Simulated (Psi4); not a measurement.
Psi4 1.11, PBE0/def2-svp, scf_type dfdirj+cosx: cluster of 7 water molecules, 21 atoms. The geometry is a generated start, not checked to be a minimum at this level.

```
Quantity                                         Result
-----------------------  ------------------------------
task                                             energy
method                                             pbe0
basis                                          def2-svp
memory                                            64 GB
scf_type                                    dfdirj+cosx
guess                    auto, which took SAD (default)
diis_max_vecs                              10 (default)
scf_initial_accelerator                 adiis (default)
e_convergence                           1e-06 (default)
d_convergence                           1e-06 (default)
dft_radial_points                          75 (default)
dft_spherical_points                      302 (default)
basis functions                                     168
grid points                                      450585
```

Machine: one whole node, AMD EPYC (Zen 5), 96 cores on 1 socket, no SMT, 12 L3 cache groups; 94 cores' worth of CPU time may be used.

Run on 32 threads, it takes 6.0 s from launch to exit:

```bash
OMP_NUM_THREADS=32 psi4 -n 32 -o stdout input.dat
```

From its output:

```
  Memory set to  59.605 GiB by Python driver.
                       32 Threads,  61035 MiB Core
  Running in c1 symmetry.
  SCF Algorithm Type is DFDIRJ+COSX.
  Guess Type is SAD.
    Number of basis functions: 168
    Total Points           =         450585
  ==> CompositeJK: Mix-and-Match J+K Algorithm Combos <==
    Memory [MiB]:            44698
    Incremental Fock:           No
    Screening Type:           CSAM
...
Wall Time:        5.72 seconds

                                                       Time (seconds)
Module                                       User      System        Wall        Calls
V: Grid                             :      9.233u      0.217s      0.190w      1 calls
build grid                          :      3.583u      0.067s      0.073w      3 calls
post-process grid                   :      7.717u      0.200s      0.157w      3 calls
CompositeJK: Setup                  :      7.417u      0.250s      0.210w      1 calls
CompositeJK: ERI Computers          :      0.067u      0.033s      0.050w      1 calls
COSK: Setup                         :      5.467u      0.117s      0.105w      1 calls
COSK: COSX Numeric Overlap          :      3.000u      0.050s      0.058w      1 calls
HF: Guess                           :      3.733u      0.417s      0.078w      1 calls
SAD Guess                           :      3.700u      0.417s      0.077w      1 calls
HF: Form G                          :    223.200u      0.600s      4.197w     10 calls
RV: Form V                          :     35.117u      0.000s      0.660w     10 calls
JK: JK                              :    187.950u      0.600s      3.536w     10 calls
CompositeJK: DF-DirJ                :     12.900u      0.033s      0.242w     10 calls
ERI1                                :      4.967u      0.000s      0.098w     10 calls
ERI2                                :      5.833u      0.000s      0.113w     10 calls
CompositeJK: COSX                   :    175.050u      0.567s      3.293w     10 calls
COSX Initial Grid                   :    137.783u      0.517s      2.593w      9 calls
Grid Loop                           :    170.850u      0.500s      3.213w     10 calls
ESP Integrals                       :    150.067u      0.133s      2.814w     56 calls
COSX Final Grid                     :     37.267u      0.050s      0.700w      1 calls
HF: DIIS                            :      7.717u      0.233s      0.148w      9 calls
```

Times are wall-clock medians of two to five runs, from launch to exit, with nothing else on the machine. Processes are pinned to neighbouring cores unless said otherwise. The build: conda-forge: OpenMP (LLVM), MKL, Libint2; another build can shift the numbers. Scratch files lie in a memory file system.

Question: Read the timing block: which change would cut the largest part, on the same cores and with the result kept within 1.0 meV/atom in energy?

Answer: The largest part is J and K builds (JK), 59 % of the time from launch to exit. Its largest timers: CompositeJK: COSX 3.3 s, CompositeJK: DF-DirJ 0.24 s. One change that relieves it (others may too): going from scf_type = dfdirj+cosx to scf_type = mem_df, one of the fastest of the measured ones that keep the result: 6.0 s to 2.5 s (2.4× as fast). The largest move is in J and K builds (JK): 3.5 s to 0.17 s. What the program resolved moves too: JK builder from CompositeJK to MemDFJK. SCF iterations go from 9 to 8; JK calls (those of a Hückel guess's atoms included) go from 10 to 9. These two results differ by: energy 0.23 meV/atom. Others tried: scf_type = df (default), incfock = not set (2.5 s); scf_type = disk_df, incfock = not set (2.5 s); scf_type = direct, incfock = false (default), df_scf_guess = true (default) (2.9 s); scf_type = direct, incfock = true, df_scf_guess = true (default) (3.0 s); scf_type = direct, incfock = false (default), df_scf_guess = false (3.0 s); scf_type = dfdirj+link, incfock = true (3.1 s); scf_type = dfdirj+link, incfock = false (default) (3.1 s); scf_type = pk, incfock = not set (5.3 s); scf_type = dfdirj+cosx, incfock = true (5.8 s); scf_type = dfdirj+snlink, incfock = false (default) (6.6 s). Repeats scatter by up to 23 %. Launch, exit and the like take 1.1 s of the 2.5 s.
